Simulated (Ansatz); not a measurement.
## CdTe under a change: isotropic strain −1.43 %

Take CdTe in the rock salt structure (space group Fm-3m, No. 225; a = 6.000 Å; relaxed with 0.1 eV smearing) as the base.

The change: the cell is scaled by 0.9857 in all directions, atoms relaxed at fixed cell.

All numbers come from Ansatz (a quantum-chemistry and plane-wave program), PBEsol, PAW, cutoff 420 eV, no SOC. Settings: 17×17×17 k-points, 0.1 eV Fermi–Dirac smearing.

The volume per atom falls by 1.142 Å³ to 25.86 Å³ and the space group is still Fm-3m (No. 225). The shortest interatomic distance falls by 0.043 Å to 2.957 Å and the energy grows by 9.2 meV/atom. The pressure goes from zero to 2.7 GPa and the band gap remains zero.

Final structure:

```xyz
2
Lattice="0.0000 2.9573 2.9573 2.9573 0.0000 2.9573 2.9573 2.9573 0.0000" Properties=species:S:1:pos:R:3 pbc="T T T"
Cd     0.0000     0.0000     0.0000
Te     2.9573     2.9573     2.9573
```

Cost of the whole job for the changed cell (relaxation, final SCF and bands): around 16 core-seconds (rough).

Whether these cells are dynamically stable was not tested. All final runs are without spin polarisation. This is not the structure that CdTe has at room temperature and ambient pressure.
